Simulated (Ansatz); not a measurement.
Take CaTiO3 in the cubic perovskite structure (space group Pm-3m, No. 221; a = 3.841 Å; a model cell) as the base. Axes: x, y, z lie along the cube axes.

Level of theory: Ansatz (a program for electronic structure), PBEsol, PAW, cutoff 420 eV, spin-orbit coupling left out.

Perturbation: a pure shear with ε_xy = ε_yx = -0.0228, atoms relaxed at fixed cell.

### Question
Predict the stress tensor and what it implies for the stiffness.

### Answer
Stress of the strained cell less that of the base (GPa, compression positive):
```
   0.13    4.52    0.00
   4.52    0.13    0.00
   0.00    0.00    0.13
```

Then −Δσ/γ with γ = 2ε = -0.0456 gives secant stiffness values (nonlinear terms included at this strain): C66 ≈ 99 GPa.

As a check, the harmonic strain energy −½ V₀ Δσ:ε is 7.3 meV/atom; the computed energy rise is 7.2 meV/atom.

Stability against distortions was not tested. The final runs are not spin-polarised. Many cubic perovskites are stable only at high temperature; tilts and polar distortions were not tested.
